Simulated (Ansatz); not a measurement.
System: CsCl-type NaI (model structure). Method: PBEsol (Ansatz, a first-principles code, PAW).

Settings: plane-wave cutoff 500 eV, 8×8×8 k mesh, gaussian smearing 0.02 eV, scalar-relativistic PAW data made under PBE.

Cell (relaxed at this level):

```cif
data_INa
_chemical_formula_sum 'Na1 I1'
_space_group_name_H-M_alt 'P 1'
_space_group_IT_number 1
_cell_length_a 3.98789
_cell_length_b 3.98789
_cell_length_c 3.98789
_cell_angle_alpha 90.000
_cell_angle_beta 90.000
_cell_angle_gamma 90.000
loop_
_space_group_symop_operation_xyz
  'x, y, z'
loop_
_atom_site_label
_atom_site_type_symbol
_atom_site_fract_x
_atom_site_fract_y
_atom_site_fract_z
_atom_site_occupancy
Na1 Na 0.00000 0.00000 0.00000 1
I1 I 0.50000 0.50000 0.50000 1
```

**Question.** Estimate the band gap that the calculation returns.

**Answer.** 
band gap: 2.27 eV (on the SCF k mesh)

Note: the relaxation could raise the start's symmetry but not lower it, so the cell can be a saddle point.

Spin–orbit coupling is not included; with these elements it can move the gap by several tenths of an eV or more.

The computed numbers hold no vibrational or temperature effects.

It cost roughly 19 core-seconds of CPU time.

A model structure was made by putting elements into a prototype or built by hand; it is no filed structure, need not be a known phase, and can be a saddle point held by its symmetry.
